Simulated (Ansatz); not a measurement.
Base system: GaSe in the beta-GaS type structure (space group P6_3/mmc, No. 194; layered, stacked along the Cartesian z axis).

```cif
data_Ga4Se4
_chemical_formula_sum 'Ga4 Se4'
_space_group_name_H-M_alt 'P63/mmc'
_space_group_IT_number 194
_space_group_name_Hall '-P 6c 2c'
_cell_length_a 3.76943
_cell_length_b 3.76943
_cell_length_c 15.96417
_cell_angle_alpha 90.000
_cell_angle_beta 90.000
_cell_angle_gamma 120.000
loop_
_atom_site_label
_atom_site_type_symbol
_atom_site_symmetry_multiplicity
_atom_site_Wyckoff_symbol
_atom_site_fract_x
_atom_site_fract_y
_atom_site_fract_z
_atom_site_occupancy
Ga1 Ga 4 f 0.33333 0.66667 0.17347 1
Se1 Se 4 f 0.66667 0.33333 0.09965 1
```

The values are results of PBE-D3(BJ) (Ansatz, an electronic-structure program; PAW; 420 eV plane waves; no spin-orbit coupling), earlier PAW set, not measurements.

Its conduction minimum is a single valley at Γ with mass 0.11 mₑ.

It is then changed as follows: electron doping at 5.0×10^21 cm⁻³ (0.982 per cell), with a uniform compensating background at fixed cell and a 300 K Fermi–Dirac width.

**Question.** Where would a parabolic band put the Fermi level, and where does the calculation put it?

**Answer.** k_F = (3π²n)^(1/3) = 0.529 Å⁻¹, so ħ²k_F²/2m = 9.6 eV above the band edge at zero temperature. The calculation gives 0.75 eV (to 0.05 eV): the band is strongly non-parabolic or higher valleys fill at this density.

Charged cell with a jellium background: band edges are those of the host's band count, energies are not comparable with the neutral cell, and many-body gap narrowing is missing. The levels and masses belong to the bands next to the band gap. Effective masses come from finite differences of ±0.01 Å⁻¹. Whether these cells are dynamically stable was not tested.
